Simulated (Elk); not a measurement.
Elk run on BeBi3 (Pm-3m, 4 atoms in the cell): self-consistent single point.

Level of theory: PBE, all-electron FP-LAPW, Elk's shipped species files, default APW+lo basis (Elk).

```xyz
4
Lattice="4.5129 0.0000 0.0000 0.0000 4.5129 0.0000 0.0000 0.0000 4.5129" Properties=species:S:1:pos:R:3 pbc="T T T"
Bi     0.0000     2.2565     2.2565
Bi     2.2565     2.2565     0.0000
Bi     2.2565     0.0000     2.2565
Be     0.0000     0.0000     0.0000
```

Reference input (self-consistent single point, DFT, PBE, all-electron FP-LAPW, Elk's shipped species files, default APW+lo basis): xctype = 20; rgkmax = 7; stype = 1; swidth = 0.00999582 Ha; ngridk = 5 5 5. This run's input differs from it in these lines:

```diff
@@ -7,3 +7,3 @@
 rgkmax
-  7.0
+  9.26
```

Output, abridged:

```
│ Self-consistent loop started │
│ Loop number : 1 │
 total energy                :     -64783.1443101
│ Loop number : 2 │
 total energy                :     -64783.1920963
RMS change in Kohn-Sham potential (target) :    3.528754548     (  0.1000000000E-05)
Absolute change in total energy (target)   :   0.4778618849E-01 (  0.1000000000E-03)
│ Loop number : 3 │
 total energy                :     -64774.4233394
RMS change in Kohn-Sham potential (target) :    2.263674098     (  0.1000000000E-05)
Absolute change in total energy (target)   :    8.756810391     (  0.1000000000E-03)
│ Loop number : 4 │
   [... lines left out ...]
Absolute change in total energy (target)   :   0.1427792704E-02 (  0.1000000000E-03)
│ Loop number : 15 │
 total energy                :     -64759.7761645
RMS change in Kohn-Sham potential (target) :   0.5803212501E-06 (  0.1000000000E-05)
Absolute change in total energy (target)   :   0.4080765793E-03 (  0.1000000000E-03)
│ Loop number : 16 │
 total energy                :     -64759.7761710
RMS change in Kohn-Sham potential (target) :   0.1002226349E-06 (  0.1000000000E-05)
Absolute change in total energy (target)   :   0.9552035044E-04 (  0.1000000000E-03)
Convergence targets achieved

│ Loop number : 17 │

Energies :
 Fermi                       :     0.333775059616
 total energy                :     -64759.7761672

Density of states at Fermi energy :    55.89054483
 (states/Hartree/unit cell)

Estimated indirect band gap :   0.7440675515E-02
 from k-point      5 to k-point      2
Estimated direct band gap   :   0.2939100695E-01
 at k-point      4

Charges :
 core                        :    206.0000000
 valence                     :    47.00000000
 interstitial                :    6.415073578
 muffin-tins (core leakage)
  species :    1 (Bi)
   atom    1                 :    81.33752003     (  0.6907157026E-03)
   atom    2                 :    81.33752003     (  0.6907157026E-03)
   atom    3                 :    81.33752003     (  0.6907157026E-03)
  species :    2 (Be)
   atom    1                 :    2.572366342     (  0.1078689120E-02)
 total in muffin-tins        :    246.5849264
 total calculated charge     :    252.9953679
 total charge                :    253.0000000
 error                       :   0.4632146139E-02

│ Self-consistent loop stopped │
```

The run converged in 17 iterations. The count includes the last loop, which Elk runs after its targets are met. Against the reference run the total energy drops by 69.0 meV/atom.

The starting cell was generated: these elements placed on a structure prototype, without a prior relaxation; it need not be a known phase or ordering of this composition. Spin-orbit coupling is off. Values depend on the basis (sphere radii, cutoffs, local orbitals), which need not be converged. The log's line on a gap gives a spacing of levels on this mesh, which the program prints for metals too.

Cost on one core of a shared machine: roughly 40 s.
